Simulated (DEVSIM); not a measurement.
Al/Al2O3/p-InP capacitor

Device: Al/Al2O3/p-InP capacitor, at 300 K.

| layer (left to right) | material | thickness (nm) | Na (cm⁻³) |
|---|---|---|---|
| 1 | Al2O3 | 4.90 | - |
| 2 | InP | 380 | 2.7e18 |

Metal gate on the left, work function 4.1 eV. Fixed charge at the semiconductor interface -1.4e10 cm⁻² (in units of +e); no interface traps.

The device is made up for the run: typed textbook-type constants, with dimensions and the other settings drawn at random. Values at 300 K.

```csv
parameter,Al2O3,InP
gap (eV),6.8,1.344
affinity (eV),1.35,4.38
permittivity,9,12.5
Nc (cm⁻³),-,5.7e17
Nv (cm⁻³),-,1.1e19
```

DEVSIM, 1D Poisson equation in equilibrium, Boltzmann statistics, complete ionisation; no quantum confinement or tunnelling. Metal contacts follow the ideal Schottky-Mott rule: no Fermi-level pinning, no interface dipoles.

```json
{
 "flat_band_voltage": "-1.59 V",
 "minimum_of_the_low_frequency_capacitance": "0.360 μF/cm²",
 "capacitance_of_the_dielectric_stack": "1.63 μF/cm²"
}
```
